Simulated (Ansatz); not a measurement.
```
CELL_PARAMETERS angstrom
     18.00000     0.00000     0.00000
      0.00000    20.00000     0.00000
      0.00000     0.00000     3.94465
ATOMIC_POSITIONS crystal
  Si 0.39144 0.46686 0.00000
  Si 0.39144 0.53314 0.50000
  Si 0.50000 0.33416 0.50000
  Si 0.50000 0.39976 0.00000
  Si 0.50000 0.60024 0.50000
  Si 0.50000 0.66584 0.00000
  Si 0.60856 0.46686 0.00000
  Si 0.60856 0.53314 0.50000
  F  0.31941 0.41811 0.00000
  F  0.31941 0.58189 0.50000
  F  0.42820 0.28672 0.50000
  F  0.57180 0.28672 0.50000
  F  0.42820 0.71328 0.00000
  F  0.57180 0.71328 0.00000
  F  0.68059 0.41811 0.00000
  F  0.68059 0.58189 0.50000
```

These are PBE (plane waves to 420 eV, PAW; Ansatz, an electronic-structure program) values and carry that method's errors. Mesh 1×1×8. No spin polarisation. It repeats along c; a and b span vacuum. An idealised model, cut from the bulk lattice. Only distortions within the start's symmetry and period were free.

### Question
Tabulate the two highest filled and two lowest empty levels along the axis, from the valence top.

### Answer
```csv
k (2π/c),v2 (eV),v1 (eV),c1 (eV),c2 (eV)
0.000,-0.65,0.00,1.35,1.65
0.042,-0.75,-0.11,1.48,1.76
0.083,-0.99,-0.39,1.81,2.00
0.125,-1.29,-0.76,2.20,2.22
0.167,-1.40,-1.16,2.31,2.35
0.208,-1.54,-1.37,2.39,2.44
0.250,-1.64,-1.36,2.36,2.59
0.292,-1.58,-1.35,2.26,2.73
0.333,-1.50,-1.36,2.13,2.58
0.375,-1.44,-1.39,2.00,2.34
0.417,-1.44,-1.39,1.91,2.13
0.458,-1.41,-1.36,1.86,1.98
0.500,-1.37,-1.37,1.89,1.89
```
